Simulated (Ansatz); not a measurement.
Zr on the Si site (Zr_Si) in beta Si3N4 (start: the Si(1) site; 84-site cell, 2×2×2 shifted sampling). Calculation: PBE, PAW (plane waves to 420 eV; Ansatz, a quantum-chemistry and plane-wave program). Total energies of the localised charge states, counted from that of charge 0, and their image corrections (point charge with alignment); the host's valence-band maximum lies at 8.028 eV on the cells' energy zero and its gap is 4.25 eV.

```
charge         moment (μB)  E − E(first) (eV)  correction (eV)
------  ------------------  -----------------  ---------------
0       not spin-polarised              0.000            0.000
−1                     1.0             11.670           -0.014
```

Question: Derive the transition levels above the valence-band maximum and say which of them are thermodynamic.

Answer: A level is the Fermi energy at which two charges have equal formation energy: ε(q/q′) = [E(q′) + corr(q′) − E(q) − corr(q)] / (q − q′) − E_VBM.
ε(0/−1) = [(11.670 + -0.014) − (0.000 + 0.000)] / 1 − 8.028 = 3.63 eV
Thermodynamic levels at least 0.1 eV inside the gap: (0/−1) at 3.63 eV. They hold to tenths of an eV in this cell. Charges with a result: +1, 0, −1. Others weren't obtained, and one of them could lie lower, also by skipping a charge. At charge +1 the carrier sat in host band states, shallow at most. Flagged in the runs: a doubtful potential alignment, a host whose relaxation on this sampling wasn't shown to rest, a strain field that reaches the edge of the cell.
